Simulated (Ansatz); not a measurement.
An Ansatz (an electronic-structure program) input (r2SCAN in Ansatz (plane waves to 500 eV, PAW, no spin-orbit coupling), earlier PAW set):

Ansatz 0.2 input:
```yaml
crystal:
  lattice:
    - [0, 4.0768043662, 4.553636002]
    - [2.4483637939, 0, 4.553636002]
    - [2.4483637939, 4.0768043662, 0]
  atoms:
    - { symbol: Pd, position: [0.6699991378, 0.3300008622, 0.6699991378] }
    - { symbol: Pd, position: [0.3300008622, 0.6699991378, 0.3300008622] }
    - { symbol: Pd, position: [0.5800008622, 0.9199991378, 0.5800008622] }
    - { symbol: Pd, position: [0.9199991378, 0.5800008622, 0.9199991378] }
    - { symbol: Ti, position: [0, 0, 0] }
    - { symbol: Ti, position: [0.25, 0.25, 0.25] }
basis: { ecutwfc: 500, ecutrho_ratio: 4, xc_grid: 4, fft_grid_basis: typed }
kpoints: { mp_grid: { grid: [12, 12, 12] } }
hamiltonian:
  xc: r2scan
  dispersion: none
  pseudopotentials: { azcp: { folder: ./paw }, kind: paw }
scf: { occupations: { method: fermi_dirac, width: 0.05 }, convergence: { dr2_threshold: 0.0000000006 } }
output: { forces: true, stress: true }
checkpoint: { write: state.ck, write_every: 1000 }
```

Task: Which symmetry and how many k-points will the program report, and about how many plane waves at Γ?

Result: Space group Fddd (ITA 70) with 8 operations, k-points 280 of 1728, and 2323 plane waves at Γ.

Stability against distortions was not tested. All final runs are without spin polarisation. The cell was made from TiSi2 by this change: Si → Pd; the result is a hypothetical phase, not in the database extracts checked.
